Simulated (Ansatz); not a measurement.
Abridged Ansatz (an electronic-structure program) output:

```
Pseudopotential: Sn, paw, valence charge 14
Pseudopotential: S, paw, valence charge 6
Crystal: 3 atoms, lattice volume = 67.722 Å³
Basis set: ecut = 420 eV, 1327 PW (Γ), exchange–correlation on 50×50×80 points (8 copies of the dense FFT grid, shifted against one another)
Bands: 17, of which v1, the nominal top of the filled ones, is band 13 counted from 1 (12 counted from 0)
Symmetry: 12 space group operations
k-points: 72 of 600
Functional: x = pbe(κ = 0.804, μ = 0.2195149727645171), c = pbe(β = 0.06672455060314922)
SCF iter   1: F=—  HF=-7830.675046 eV  |F-HF|=—  |Δ(HF+E_count)|=         —  Δρ=3.21e-2  dr2=8.03e-1  ethr=3.10e-3  ⟨swp⟩=7.0  Hψ=7644  notcnv=0
SCF iter   2: F=—  HF=-7830.505569 eV  |F-HF|=—  |Δ(HF+E_count)|=   1.69e-1  Δρ=1.73e-2  dr2=2.00e-1  ethr=3.09e-3  ⟨swp⟩=2.0  Hψ=2040  notcnv=0
SCF 1 converged in 9 iterations: F = -7830.477497 eV  dr2 = 2.14e-10
SCF converged after 9 iterations
Free energy (F): -7830.477497 eV
Internal energy: -7830.477497 eV  (E = F + TS)
E sigma→0 (E₀):  -7830.477497 eV
Entropy (-TS):   -0.000000 eV (-0.000 meV/atom)
Fermi energy:    7.349167 eV
  E_disp       = -0.984392  (pairwise vdW)
--- Forces (eV/Å), atoms counted from 1 ---
  atom   1  Sn     0.00000000     0.00000000     0.00000000
  atom   2  S      0.00000000    -0.00000000     0.00009732
  atom   3  S      0.00000000     0.00000000    -0.00009732
--- Stress (GPa, compression-positive) ---
       -0.000306       0.000000       0.000000
        0.000000      -0.000306      -0.000000
       -0.000000      -0.000000      -0.004967
  P = ⅓ Tr σ = -0.0019 GPa (-0.019 kbar)
```

Task: What was computed, and what are the main results?

Result: SnS2, 3 atoms in the cell, with plane-wave PAW DFT at the PBE-D3(BJ) level (Ansatz, 420 eV), no spin-orbit coupling, earlier PAW set. The last SCF converged to F = -7830.477497 eV, or -2610.1592 eV per atom, at a pressure of 0.00 GPa. The total energy compares only with runs of the same code, potentials and settings.

Stability against distortions was not tested. The cell is SnS₂ in the CdI2 type structure (space group P-3m1, No. 164; layered, stacked along the Cartesian z axis).
